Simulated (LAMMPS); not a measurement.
MD of SiC (zinc blende) at zero pressure, 1000 atoms, as a crystal; each row is its own run.

All values are model results, not measurements: classical MD, pair style gw, file SiC.gw (LAMMPS).

```
T (K)  enthalpy (eV/atom)
-----  ------------------
200               -6.3601
300               -6.3341
1300              -6.0672
2180              -5.8337
2610              -5.7191
3040              -5.5995
3480              -5.4553
```

Question: Fit a straight line, y = a + b x, to these rows (x is the first column, y the second) and predict the run at x = 1740.

Answer: Least squares gives a = -6.4188 and b = 0.0002718. At x = 1740 the fit predicts -5.9460 eV/atom. The run itself gave -5.9515 ± 0.0007 eV/atom, so the fit is 5.5 meV/atom high.

Caution (rows 200; 300): nuclei are classical, which matters for such light atoms.

Caution (row 3480): this crystal lies over the melting point of about 3090 K that SiC.gw gives, so it is superheated.
